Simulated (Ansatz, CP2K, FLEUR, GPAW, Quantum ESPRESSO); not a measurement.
**One structure in several programs: YbIn5Rh (P4/mmm, 7 atoms in the cell)**

Self-consistent single point, at a second geometry (lattice scaled by 0.98). First geometry:

```
YbIn5Rh
1.0
    4.68710     0.00000     0.00000
    0.00000     4.68710     0.00000
    0.00000     0.00000     7.55496
Yb In Rh
1 5 1
Direct
  0.00000   0.00000   0.00000
  0.50000   0.50000   0.00000
  0.50000   0.00000   0.30001
  0.50000   0.00000   0.69999
  0.00000   0.50000   0.30001
  0.00000   0.50000   0.69999
  0.00000   0.00000   0.50000
```

Shared settings, as Ansatz (a program for electronic structure) writes them: kpoints.mp_grid.grid = 5 5 3; scf.occupations.method = gaussian; scf.occupations.width = 0.1 eV. Potentials and cutoffs stand in the table.

```csv
code,model,ΔF from the first geometry (meV/atom),pressure (GPa),largest force (eV/Å),cutoff
FLEUR,"LDA (Perdew-Zunger), all-electron FLAPW (FLEUR), scalar-relativistic valence",–,–,0.025,Kmax 4.1 1/bohr
Quantum ESPRESSO,"LDA (PZ), SSSP 1.1.2 efficiency (PBE) pseudopotentials",-43.8,-3.29,0.034,60 Ry
Ansatz,"LDA (PW92), PAW files made with PBE",-43.2,-3.06,0.017,420 eV
GPAW,"LDA (Perdew-Wang 92), GPAW PAW datasets LDA (gpaw-data 1.0.1)",-43.1,-3.02,0.019,850 eV
CP2K,"LDA (Pade form), GPW, DZVP-MOLOPT-SR-GTH basis, GTH-PADE potentials (GTH_POTENTIALS)",-42.8,-2.84,0.048,grid 800 Ry
```

A dash marks a value that a program does not give, or that is left out as unsure.

On Ansatz's run: spin-orbit coupling is off. Spin polarisation is off.

The spread over the programs that give each value: ΔF from the first geometry within 1.0 meV/atom; pressure within 0.45 GPa; largest force within 0.031 eV/Å.

CP2K uses small atom-centred bases, whose incompleteness enters pressures, forces and empty levels differently from a plane-wave cutoff. FLEUR treats all electrons, but the usual bases taken here (sphere radii, linearisation, local orbitals, empty states) were not tested for convergence, so the values are no reference for the others. Ansatz's pressure is given at a fixed set of plane waves, as the other plane-wave codes print theirs; with its correction for the finite basis it is -3.03 GPa. The same LDA comes in different parametrisations, which differ slightly.

The starting cell comes from a database of computed structures (which also holds hypothetical and non-ambient phases and stackings), without a prior relaxation at this level. For this run, on top of that: lattice scaled by 0.98.

Left out of this page: Elk (not drawn, or without a comparable value).

Keys are those of Ansatz 0.2.
